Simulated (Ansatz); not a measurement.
# Na: uniaxial stress, 1 GPa compression along z

Start from Na in the bcc (W type) structure (space group Im-3m, No. 229; a = 4.226 Å; relaxed with 0.1 eV smearing). Axes: x, y, z lie along the cube axes.

One thing is altered: uniaxial stress, 1 GPa compression along z, with the cell and atoms free to relax against it.

Computed with r2SCAN (Ansatz, a quantum-chemistry and plane-wave program), no spin-orbit coupling, earlier PAW set. k-mesh 22×22×22 (Γ-centred); smearing 0.1 eV (Fermi–Dirac).

The volume per atom falls by 1.29 Å³ to 36.45 Å³ and the space group becomes I4/mmm (No. 139) (base: Im-3m (No. 229)). The shortest interatomic distance decreases by 0.0124 Å to 3.647 Å and the energy grows by 12 meV/atom. The band gap remains zero and the strain response (xx, yy, zz) amounts to (+5.55, +5.55, −13.31) %.

Cost of the whole job for the changed cell (relaxation, final SCF and bands): roughly 4 core-minutes.

Stability under load was not tested beyond the relaxation.
